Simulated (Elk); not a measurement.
## Elk run on ZrSe (P-6m2, 2 atoms in the cell): self-consistent single point

Computed with Elk 10.2.4 with PBEsol, all-electron FP-LAPW, Elk's shipped species files, APW+lo basis with extra local orbitals.

The input file:

```
tasks
  0

xctype
  22

tforce
  .true.

rgkmax
  7.5

gmaxvr
  18.0

lmaxapw
  10

lmaxo
  8

nxlo
  2

lorbcnd
  .true.

lradstp
  2

nrmtscf
  2.0

rmtscf
  0.99

lmaxi
  4

stype
  3

swidth
  0.00499791

scale
  1.889726125

avec
    3.6094310351   -0.0000002581    0.0000000000
   -1.8047152940    3.1258590987    0.0000000000
    0.0000000000    0.0000000000    3.6610660000

atoms
  2   : nspecies
  'Zr.in'   : spfname
  1   : natoms; atposl, bfcmt below
  0.0000000000  0.0000000000  0.0000000000    0.0 0.0 0.0
  'Se.in'   : spfname
  1   : natoms; atposl, bfcmt below
  0.3333333333  0.6666666667  0.5000000000    0.0 0.0 0.0

ngridk
  7 7 6
```

Output (repeated stretches shortened):

```
│ Elk code version 10.2.4 │

All units are atomic (Hartree, Bohr, etc.)

│ Ground-state run starting from atomic densities │

Lattice vectors :
   6.820836123     -0.4877383129E-06   0.000000000
  -3.410417639       5.907017602       0.000000000
   0.000000000       0.000000000       6.918412066

Unit cell volume      :    278.7483387
Brillouin zone volume :   0.8898715400

Muffin-tin inner radius fraction :   0.1000000000E-01

Nuclei treated as point charges

Species :    1 (Zr)
 parameters loaded from : Zr.in
 name : zirconium
 nuclear charge    :   -40.00000000
 electronic charge :    40.00000000
 atomic mass :    166291.1791
 muffin-tin radius :    2.574000000
 number of radial points in muffin-tin :   1199
 atomic positions (lattice), magnetic fields (Cartesian) :
   1 :   0.00000000  0.00000000  0.00000000    0.00000000  0.00000000  0.00000000

Species :    2 (Se)
 parameters loaded from : Se.in
 name : selenium
 nuclear charge    :   -34.00000000
 electronic charge :    34.00000000
 atomic mass :    143935.2748
 muffin-tin radius :    2.376000000
 number of radial points in muffin-tin :    999
 atomic positions (lattice), magnetic fields (Cartesian) :
   1 :   0.33333333  0.66666667  0.50000000    0.00000000  0.00000000  0.00000000

Total number of atoms per unit cell :    2

Spin treatment :
 spin-unpolarised

Number of Bravais lattice symmetries :   24
Number of crystal symmetries         :   12
Crystal has no inversion symmetry
Complex Hermitian eigensolver will be used

k-point grid :      7     7     6
k-point offset :    0.000000000       0.000000000       0.000000000
k-point set is reduced with full crystal symmetry group
Total number of k-points :       48

Muffin-tin radius times maximum |G+k| :    7.500000000
 using average radius
Maximum |G+k| for APW functions       :    3.030303030
Maximum (1/2)|G+k|²                   :    4.591368228
Maximum |G| for potential and density :    18.00000000
 potential will be trimmed for |G| > 2 gkmax
Constant for pseudocharge density :   12
Radial integration step length :    2

G-vector grid sizes :     40    40    40
Number of G-vectors :    27489

Maximum angular momentum used for
 APW functions                      :   10
 outer part of muffin-tin           :    8
 inner part of muffin-tin           :    4

Total nuclear charge    :   -74.00000000
Total core charge       :    46.00000000
Total valence charge    :    28.00000000
Total excess charge     :    0.000000000
Total electronic charge :    74.00000000

Effective Wigner radius, rₛ :   0.9652296473

Number of empty states         :    8
Total number of valence states :   22
Total number of core states    :   46

Conduction state local-orbitals added automatically
Total number of local-orbitals :  222

Exchange-correlation functional :     22     0     0
 PBEsol, Phys. Rev. Lett. 100, 136406 (2008)
 gradient requirement :    1
 generalised gradient approximation (GGA)

Smearing type :    3
 Fermi-Dirac
Smearing width :   0.4997910000E-02
Effective electronic temperature (K) :    1578.215154

Mixing type :    3
 Broyden mixing, J. Phys. A: Math. Gen. 17, L317 (1984)

Kohn-Sham potential initialised from atomic data

│ Self-consistent loop started │
│ Loop number : 1 │
 total energy                :     -6032.60374768
│ Loop number : 2 │
 total energy                :     -6032.58668581
RMS change in Kohn-Sham potential (target) :   0.8122964290E-01 (  0.1000000000E-05)
Absolute change in total energy (target)   :   0.1706186866E-01 (  0.1000000000E-03)
│ Loop number : 3 │
 total energy                :     -6032.41475370
RMS change in Kohn-Sham potential (target) :   0.7908137385E-01 (  0.1000000000E-05)
Absolute change in total energy (target)   :   0.1761975818     (  0.1000000000E-03)
│ Loop number : 4 │
 total energy                :     -6029.65168102
RMS change in Kohn-Sham potential (target) :   0.4542754999E-01 (  0.1000000000E-05)
Absolute change in total energy (target)   :    2.807122069     (  0.1000000000E-03)
│ Loop number : 5 │
 total energy                :     -6027.11357818
RMS change in Kohn-Sham potential (target) :   0.1453812229E-01 (  0.1000000000E-05)
Absolute change in total energy (target)   :    3.239883363     (  0.1000000000E-03)
│ Loop number : 6 │
 total energy                :     -6026.18167577
RMS change in Kohn-Sham potential (target) :   0.3290840347E-02 (  0.1000000000E-05)
Absolute change in total energy (target)   :    1.741873244     (  0.1000000000E-03)
│ Loop number : 7 │
 total energy                :     -6025.90522330
RMS change in Kohn-Sham potential (target) :   0.1925166126E-03 (  0.1000000000E-05)
Absolute change in total energy (target)   :   0.7119207802     (  0.1000000000E-03)
│ Loop number : 8 │
 total energy                :     -6025.90453899
RMS change in Kohn-Sham potential (target) :   0.1056085848E-03 (  0.1000000000E-05)
Absolute change in total energy (target)   :   0.1786645058     (  0.1000000000E-03)
│ Loop number : 9 │
 total energy                :     -6025.90244136
RMS change in Kohn-Sham potential (target) :   0.1834048753E-04 (  0.1000000000E-05)
Absolute change in total energy (target)   :   0.4676375694E-01 (  0.1000000000E-03)
│ Loop number : 10 │
 total energy                :     -6025.90338455
RMS change in Kohn-Sham potential (target) :   0.6952177525E-05 (  0.1000000000E-05)
Absolute change in total energy (target)   :   0.1074775082E-01 (  0.1000000000E-03)
│ Loop number : 11 │
 total energy                :     -6025.90373892
RMS change in Kohn-Sham potential (target) :   0.1561100523E-05 (  0.1000000000E-05)
Absolute change in total energy (target)   :   0.2332564619E-02 (  0.1000000000E-03)
│ Loop number : 12 │
 total energy                :     -6025.90378940
RMS change in Kohn-Sham potential (target) :   0.2396099374E-06 (  0.1000000000E-05)
Absolute change in total energy (target)   :   0.5326700466E-03 (  0.1000000000E-03)
│ Loop number : 13 │
 total energy                :     -6025.90378682
RMS change in Kohn-Sham potential (target) :   0.5473355044E-07 (  0.1000000000E-05)
Absolute change in total energy (target)   :   0.1357434076E-03 (  0.1000000000E-03)
│ Loop number : 14 │
 total energy                :     -6025.90378215
RMS change in Kohn-Sham potential (target) :   0.2956501422E-07 (  0.1000000000E-05)
Absolute change in total energy (target)   :   0.3860679135E-04 (  0.1000000000E-03)
Convergence targets achieved

│ Loop number : 15 │

Energies :
 Fermi                       :     0.360971834772
 sum of eigenvalues          :     -3531.51115338
 electron kinetic            :      6202.76242860
 core electron kinetic       :      5925.61343100
 Coulomb                     :     -12029.9335534
 Coulomb potential           :     -9473.39506192
 nuclear-nuclear             :     -616.935288930
 electron-nuclear            :     -13352.6014670
 Hartree                     :      1939.60320252
 Madelung                    :     -7293.23602241
 xc potential                :     -260.878520064
 exchange                    :     -194.493985530
 correlation                 :     -4.23759204420
 electron entropic           :    -0.107866418355E-02
 total energy                :     -6025.90378101

Density of states at Fermi energy :    11.70503167
 (states/Hartree/unit cell)

Estimated indirect band gap :   0.2918630735E-02
 from k-point     37 to k-point     25
Estimated direct band gap   :   0.2979867372E-01
 at k-point     26

Charges :
 core                        :    46.00000000
 valence                     :    28.00000000
 interstitial                :    3.576369547
 muffin-tins (core leakage)
  species :    1 (Zr)
   atom    1                 :    37.85514359     (  0.3454639078E-05)
  species :    2 (Se)
   atom    1                 :    32.56848686     (  0.6988910292E-04)
 total in muffin-tins        :    70.42363045
 total calculated charge     :    74.00002686
 total charge                :    74.00000000
 error                       :   0.2685852256E-04

│ Self-consistent loop stopped │

Forces :
 species :    1 (Zr)
  atom :    1
   Hellmann-Feynman          :     0.00000000   -0.00000000    0.00000000
   IBS                       :    -0.00000000    0.00000000    0.00000000
   total force               :     0.00000000   -0.00000000    0.00000000
   total magnitude           :     0.00000000
 species :    2 (Se)
  atom :    1
   Hellmann-Feynman          :    -0.00000000    0.00000000    0.00000000
   IBS                       :     0.00000000    0.00000000    0.00000000
   total force               :    -0.00000000    0.00000000    0.00000000
   total magnitude           :     0.00000000
```

The run converged in 15 iterations. The count includes the last loop, which Elk runs after its targets are met.

The starting cell comes from a database of computed structures (which also holds hypothetical and non-ambient phases and stackings), without a prior relaxation at this level. Its lattice was rescaled by a random factor within 2.5 % of one. Values depend on the basis (sphere radii, cutoffs, local orbitals), which need not be converged. The log's line on a gap gives a spacing of levels on this mesh, which the program prints for metals too.
